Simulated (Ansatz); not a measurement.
**Pressure series in ZnSe**

Base system: ZnSe in the zinc blende structure (space group F-43m, No. 216; a = 5.665 Å).

Cell and atoms are relaxed at each pressure.

Method: r2SCAN/PAW in Ansatz (a first-principles code), without spin-orbit coupling.

Candidates:
(a) pressure −1 GPa
(b) pressure 7.5 GPa
(c) pressure 0.3 GPa

For the base:

```
Quantity   Result
--------  -------
Band gap  1.87 eV
```

Task: Order them by band gap, lowest first.

Result: (a) pressure −1 GPa (1.80 eV), (c) pressure 0.3 GPa (1.89 eV), (b) pressure 7.5 GPa (2.28 eV)

Load acts through the strain it causes; cell and atoms are relaxed under it. Whether these cells are dynamically stable was not tested. Tetrahedral semiconductors of this kind turn to denser phases somewhere between about 1 and 50 GPa; those were not computed, so compressed cells here can lie past the real transition.
